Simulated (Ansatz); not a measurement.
Start from V in the bcc (W type) structure (space group Im-3m, No. 229; a = 2.959 Å).

Level of theory: Ansatz (an electronic-structure program) PBEsol, spin-orbit coupling left out.

Before the change:

The lattice parameter a is 2.959 Å.

Now apply this change: every V is replaced by Cr; the structure is relaxed again.

Tabulated Pauling electronegativity and covalent radius: V 1.63, 1.53 Å; Cr 1.66, 1.39 Å.

Problem. What does the calculation give for the lattice parameter a after the change?

Solution. The lattice parameter a drops by 0.1445 Å to 2.814 Å.

No phonon test of stability was made. Starting moments died away, wholly or in part, for V → Cr and the base; another magnetic solution may exist. All final runs are without spin polarisation. Real Cr is antiferromagnetic at low temperature and ambient pressure, an order that this cell doesn't hold.
